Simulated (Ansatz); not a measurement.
HfB₂ (space group P6/mmm, No. 191)

```
HfB2
1.0
    3.14570     0.00000     0.00000
   -1.57285     2.72426     0.00000
    0.00000     0.00000     3.48590
Hf B
1 2
Direct
  0.00000   0.00000   0.00000
  0.66667   0.33333   0.50000
  0.33333   0.66667   0.50000
```

Calculations: Ansatz (a first-principles code), PBE, PAW, cutoff 420 eV, without spin-orbit coupling. Γ-centred 17×17×13 mesh, Fermi–Dirac width 0.05 eV.

Volume per atom: 9.96 Å³
Density: 11.12 g/cm³
Band gap: zero
Total energy: -5345.405 eV/atom (σ→0; compares only within this code and set-up)

No phonon test of stability was made. All final runs are without spin polarisation.
